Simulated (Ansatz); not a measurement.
## Response to strain in MgS

The reference is MgS in the rock salt structure (space group Fm-3m, No. 225; a = 5.205 Å). Axes: x, y, z lie along the cube axes.

Strains are applied to the cell and any free atomic positions relax; under biaxial strain the out-of-plane vector relaxes too.

Level of theory: plane-wave PAW DFT at the r2SCAN level (Ansatz, a first-principles code, 500 eV), spin-orbit coupling left out, earlier PAW set.

Candidates:
(a) tensor shear ε_xy = +2.92 %
(b) uniaxial strain ε_yy = −1.25 %
(c) biaxial strain −2.20 %, plane normal [001], relaxed out of plane
(d) tensor shear ε_xz = +0.49 %
(e) isotropic strain −4.33 %

Before the change:

The smallest direct gap comes out as 4.64 eV.

Order them by smallest direct gap, lowest first.

(a) tensor shear ε_xy = +2.92 % (4.29 eV), (d) tensor shear ε_xz = +0.49 % (4.59 eV), (b) uniaxial strain ε_yy = −1.25 % (4.73 eV), (c) biaxial strain −2.20 %, plane normal [001], relaxed out of plane (4.81 eV), (e) isotropic strain −4.33 % (5.79 eV)

Whether these cells are dynamically stable was not tested.
